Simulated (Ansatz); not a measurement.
The starting structures come from a database of crystals and need not be the phases stable at ambient conditions.

Tunnelling through a barrier is set by its complex band structure: the current falls as exp(−2κd) with the smallest κ.

Consider the following.

```
Si
1.0
    3.83132     0.00000     0.00000
   -1.91566     3.31802     0.00000
    0.00000     0.00000     6.14264
Si
4
Direct
  0.33333   0.66667   0.06301
  0.66667   0.33333   0.93699
  0.66667   0.33333   0.56301
  0.33333   0.66667   0.43699
```

The cell is strained (lengths along the current scaled by 0.97, ions clamped); by r2SCAN it stands under a pressure of 3.5 GPa.

Transport runs along the normal of the first two printed cell vectors, the (001) (indices of the unstrained crystal) plane of the conventional cell.

The gap is the functional's own. No spin-orbit coupling. Mid-gap values are those at the computed energy nearest the middle.

Q: Estimate the band gap and the smallest decay constant κ at mid-gap that r2SCAN (Ansatz, a quantum-chemistry and plane-wave program) returns for this system.

A: Gap 0.38 eV on a 12×12×6 mesh; κ = 0.119 1/Å, at the zone centre.
